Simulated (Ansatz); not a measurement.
## A constructed model of the (111) surface of fcc Au, a layer of Cr in place of the second plane (bottom of the slab: a bare face, its two planes held)

Method: PBE (plane waves to 420 eV, PAW; Ansatz, a quantum-chemistry and plane-wave program).

Model: 6-atom slab, 12.0 Å thick at the start, 15x15x1 mesh, Fermi-Dirac 0.1 eV, dipole correction, 2 atoms held, the rest relaxed; symmetry of the start imposed; spin-polarised, ending with about 3.9 μB a cell; orders that need a larger cell were not tried, no spin-orbit, no U. It is one candidate, not shown to be the stable structure of the face.

```json
{
  "work_function_of_the_top_face": "4.65 eV",
  "energy_released_by_relaxation": "0.19 eV",
  "magnetic_moment_of_the_cell": "3.91 μB",
  "cost": "around 2.9 core-minutes (rough)"
}
```
